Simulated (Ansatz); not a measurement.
Take Cu in the fcc (Cu type) structure (space group Fm-3m, No. 225; relaxed with 0.1 eV smearing) as the base.

```yaml
crystal:
  lattice:
    - [0.00000, 1.81494, 1.81494]
    - [1.81494, 0.00000, 1.81494]
    - [1.81494, 1.81494, 0.00000]
  atoms:
    - { symbol: Cu, position: [0.00000, 0.00000, 0.00000] }
```

The values are results of PBE, PAW, 420 eV (Ansatz, a quantum-chemistry and plane-wave program; spin-orbit coupling left out), not measurements.

Strains are applied to the cell and any free atomic positions relax.

One change was made to it. Results:

```json
[
 {"quantity": "energy relative to the base (free energy F)", "base": "0 meV/atom", "after": "+1.2 meV/atom"},
 {"quantity": "pressure", "base": "0.0 GPa", "after": "2.2 GPa"}
]
```

Problem. Which of these changes matches the shifts?
(A) isotropic strain +2.50 %
(B) isotropic strain +1.50 %
(C) isotropic strain −1.00 %
(D) isotropic strain −2.50 %
(E) isotropic strain −0.50 %

Solution. E, isotropic strain −0.50 %. For comparison, the energy relative to the base in the other runs: isotropic strain −2.50 % gives +33 meV/atom; isotropic strain −1.00 % gives +4.9 meV/atom; isotropic strain +1.50 % gives +10 meV/atom; isotropic strain +2.50 % gives +27 meV/atom.

Whether these cells are dynamically stable was not tested. The final runs are not spin-polarised.
